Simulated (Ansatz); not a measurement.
InP (model structure, from the WC type, P-6m2, No. 187): properties by level of theory

```tsv
level (code)	lattice parameter a (Å)	c axis length (Å)
PBE (Ansatz)	3.848	[?]
PBEsol (Ansatz)	[?]	3.419
PBE-D3(BJ) (Ansatz)	3.768	[?]
r²SCAN (Ansatz)	3.815	3.420
```

### Question
Some entries are withheld; supply them.

### Answer

- PBE (Ansatz, a first-principles code), c axis length (Å): 3.442
- PBEsol (Ansatz), lattice parameter a (Å): 3.765
- PBE-D3(BJ) (Ansatz), c axis length (Å): 3.434

Ansatz's density-functional and Hartree–Fock values are scalar-relativistic unless marked +SOC, with PAW data made under PBE.

A model structure was made by putting elements into a prototype or built by hand; it is no filed structure, need not be a known phase, and can be a saddle point held by its symmetry.
